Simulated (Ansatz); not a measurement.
# InP: response to strain

The parent structure is InP in the zinc blende structure (space group F-43m, No. 216; a = 5.879 Å). Axes: x, y, z lie along the cube axes.

Strains are applied to the cell and any free atomic positions relax.

Computed with Ansatz (a quantum-chemistry and plane-wave program) PBEsol, no spin-orbit coupling, earlier PAW set.

```json
[
 {"uniaxial strain ε_zz (%)": "0", "band gap (eV)": "0.57"},
 {"uniaxial strain ε_zz (%)": "0.46", "band gap (eV)": "0.53"},
 {"uniaxial strain ε_zz (%)": "1.82", "band gap (eV)": "?"},
 {"uniaxial strain ε_zz (%)": "3.12", "band gap (eV)": "0.35"}
]
```

**Question.** Fit E_g = E₀ + Dε (ε in %) to the rows shown and predict the withheld row.

**Answer.** Least squares on the printed values gives E₀ = 0.57 eV, D = -69.5 meV per % of strain (largest residual 0.00 eV); this predicts 0.44 eV, and the run gives 0.44 eV, in agreement.

Stability against distortions was not tested.
